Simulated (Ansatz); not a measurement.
Consider the following.

```
CELL_PARAMETERS angstrom
      3.95535     0.00000     0.00000
      0.00000     3.95535     0.00000
      0.00000     0.00000     4.04462
ATOMIC_POSITIONS crystal
  Ba 0.50000 0.50000 0.58256
  Ti 0.00000 0.00000 0.09781
  O  0.00000 0.50000 0.06345
  O  0.50000 0.00000 0.06345
  O  0.00000 0.00000 0.55271
```

Computed with r2SCAN, rigid bands (plane waves, PAW, scalar-relativistic; Ansatz, a first-principles code). Condition of this run: functional r2SCAN on the same cell. Cell: cell and atoms relaxed with PBEsol.

What conductivity effective mass do dilute electrons have at 300 K?

0.47 (x), 0.47 (y), 11.2 (z) mₑ.

And the band gap?

2.26 eV at this level; semilocal functionals usually fall short of the measured gap.

Rigid bands, one relaxation time for all states, no polarons. Spin-orbit coupling is left out; where it splits the top of the valence band it changes the hole mass and lowers the gap by about a third of the splitting. Geometry: cell and atoms relaxed with PBEsol.
